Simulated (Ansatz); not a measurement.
The starting structures come from a database of crystals and need not be the phases stable at ambient conditions.

 Where the default PAW files enter, the runs use the earlier of Ansatz's two default sets.

Tunnelling through a barrier is set by its complex band structure: the current falls as exp(−2κd) with the smallest κ.

Input:

```yaml
crystal:
  lattice:
    - [4.98288, 0.00000, 0.00000]
    - [0.00000, 5.72926, 0.00000]
    - [0.00000, 2.86463, 1.65389]
  atoms:
    - { symbol: Mg, position: [0.99784, 0.66667, 0.00000] }
    - { symbol: Mg, position: [0.49784, 0.33333, 0.00000] }
    - { symbol: O, position: [0.59756, 0.66667, 0.00000] }
    - { symbol: O, position: [0.09756, 0.33333, 0.00000] }
```

Space group of this cell: P6_3mc, wurtzite. The cell is taken as given.

Transport runs along the normal of the first two printed cell vectors, the (110) plane of the conventional cell.

The gap is the functional's own. No spin-orbit coupling. Mid-gap values are interpolated on the energy grid.

Problem. Predict the band gap and the smallest decay constant κ at mid-gap from Ansatz (a program for electronic structure) with r2SCAN.

Solution. Gap 4.15 eV on a 6×18×18 mesh; κ = 0.339 1/Å, at the zone centre.
